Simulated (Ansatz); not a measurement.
Data:

```
MoS2
1.0
    3.16551     0.00000     0.00000
   -1.58275     2.74141     0.00000
    0.00000     0.00000    12.24885
Mo S
2 4
Direct
  0.33333   0.66667   0.25000
  0.66667   0.33333   0.75000
  0.33333   0.66667   0.62295
  0.66667   0.33333   0.12295
  0.66667   0.33333   0.37705
  0.33333   0.66667   0.87705
```

No spin polarisation.

Level of theory: r2SCAN+rVV10 (Ansatz, a program for electronic structure), no spin-orbit coupling. Γ-centred 12×12×3 mesh, Fermi–Dirac width 0.05 eV.

Estimate the valence-band top at Γ (three highest levels, from the VBM).

0.00, -1.22, -1.30 eV.

What hole mass does the calculation give?

0.91 mₑ along c, 0.63 mₑ across (at Γ).

Estimate the smallest direct gap.

1.76 eV.

What band gap does the calculation give?

0.93 eV.

Load acts through the strain it causes; cell and atoms are relaxed under it. Effective masses come from finite differences of ±0.01 Å⁻¹. No phonon test of stability was made. The cell was made from MoS₂ in the 2H-MoS2 type structure (space group P6_3/mmc, No. 194; layered, stacked along the Cartesian z axis) by this change: pressure 0.9 GPa.
